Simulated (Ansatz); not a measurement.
Pair distribution function (total) of Ru (hcp), cell Ru48, with the crystal as the starting point, held near 4 GPa [in the run: it stayed crystalline; mean temperature 304 K (target 300 K); density 12.28 g/cm³; one k-point, which a denser mesh shifts by 0.4 GPa in pressure and 0.08 eV/Å in forces], from MD at 304 K. These are PBE (plane waves, PAW; Ansatz, a quantum-chemistry and plane-wave program) values and carry that method's errors. Volume per atom 13.67 Å³, mean pressure 3.8 GPa. 

```
r (Å) | g(r)
     1.74 |  0.00
     1.78 |  0.00
     1.82 |  0.00
     1.86 |  0.00
     1.90 |  0.00
     1.94 |  0.00
     1.98 |  0.00
     2.02 |  0.00
     2.06 |  0.00
     2.10 |  0.00
     2.14 |  0.00
     2.18 |  0.00
     2.22 |  0.00
     2.26 |  0.00
     2.30 |  0.00
     2.34 |  0.00
     2.38 |  0.00
     2.42 |  0.00
     2.46 |  0.01
     2.50 |  0.13
     2.54 | ## 0.89
     2.58 | ######### 3.23
     2.62 | #################### 7.21
     2.66 | ############################## 10.8
     2.70 | ############################# 10.6
     2.74 | ##################### 7.47
     2.78 | ########## 3.45
     2.82 | ### 1.24
     2.86 | # 0.26
     2.90 |  0.04
     2.94 |  0.00
     2.98 |  0.00
     3.02 |  0.00
     3.06 |  0.00
     3.10 |  0.00
     3.14 |  0.00
     3.18 |  0.00
     3.22 |  0.00
     3.26 |  0.00
     3.30 |  0.00
     3.34 |  0.00
     3.38 |  0.00
     3.42 |  0.00
     3.46 |  0.00
     3.50 |  0.00
     3.54 |  0.00
     3.58 |  0.01
     3.62 |  0.06
     3.66 | # 0.31
     3.70 | ### 0.95
     3.74 | ##### 1.94
     3.78 | ######## 2.74
     3.82 | ####### 2.63
     3.86 | ##### 1.67
     3.90 | ## 0.75
     3.94 | # 0.23
     3.98 |  0.03
     4.02 |  0.00
```

Question: Read off where the first shell ends and the number of neighbours in it.

Answer: g is nil from 3.0 to 3.5 Å, so any cut there serves; 12.0 neighbours in the shell, from n = 4πρ∫r²g(r)dr.
